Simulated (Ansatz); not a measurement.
The starting structures come from a database of crystals and need not be the phases stable at ambient conditions.

 Where the default PAW files enter, the runs use the earlier of Ansatz's two default sets.

Inside the gap of an insulator the Bloch states are evanescent, with a wavenumber k + iκ along the transport direction.

Data:

```
CELL_PARAMETERS angstrom
      5.61535     0.00000     0.00000
      2.80767     6.67203     0.00000
      2.80767     0.00000     2.80767
ATOMIC_POSITIONS crystal
  K  0.64525 0.70949 0.00000
  K  0.35475 0.29051 0.00000
  Mg 0.00000 0.00000 0.00000
  H  0.00000 0.00000 0.50000
  H  0.50000 0.00000 0.50000
  H  0.85052 0.29895 0.00000
  H  0.14948 0.70105 0.00000
```

Space group of this cell: I4/mmm. The cell was relaxed by PBE-D3(BJ); by r2SCAN its mean pressure is 0.9 GPa.

Transport runs along the normal of the first two printed cell vectors, the (110) plane of the conventional cell.

The gap is the functional's own, uncorrected, and κ follows it; spin-orbit coupling is left out. Mid-gap values are interpolated between the computed energies.

### Question
Give the band gap and the smallest decay constant κ at mid-gap that r2SCAN (Ansatz, an electronic-structure program) yields.

### Answer
Gap 4.12 eV on a 10×10×10 mesh; κ = 0.369 1/Å, at (0.500, 0.167) of the in-plane reciprocal vectors. At the zone centre, at the nearest computed energy, the slowest state has κ = 0.42 1/Å.
